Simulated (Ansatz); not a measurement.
## How the lattice parameter c of HfN (model structure, started from the NbAs type, I4₁md, No. 109, 4 atoms in the cell) moves with the method

No measured value is used here.

```tsv
level (code)	value (Å)
PBE (Ansatz)	10.840
PBEsol (Ansatz)	10.734
PBE-D3(BJ) (Ansatz)	10.768
```

Density-functional levels without +SOC have no spin–orbit coupling. Ansatz's density-functional and Hartree–Fock values are scalar-relativistic unless marked +SOC, with PAW data made under PBE.

A model structure was made by putting elements into a prototype or built by hand; it is no filed structure, need not be a known phase, and can be a saddle point held by its symmetry.

Ansatz is an electronic-structure program.
